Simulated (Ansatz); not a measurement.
The parent structure is SiC in the zinc blende structure (space group F-43m, No. 216; a = 4.357 Å). Axes: x, y, z lie along the cube axes.

Method: r2SCAN in Ansatz (plane waves to 500 eV, PAW, no spin-orbit coupling), earlier PAW set.

A first run, uniaxial strain ε_zz = +0.97 %, gives secant values C11 ≈ 410 GPa and C12 ≈ 130 GPa from its stress. A second run applies biaxial strain −1.21 %, plane normal [001], relaxed out of plane.

### Question
What does linear elasticity predict for −ε⊥/ε∥ in the second run, and what does the run give?

### Answer
Linear elasticity: 2 C12/C11 = 0.63. The run gives 0.64; any difference comes from nonlinear terms at these strains and numerical noise.

No phonon test of stability was made.

Ansatz is a program for electronic structure.
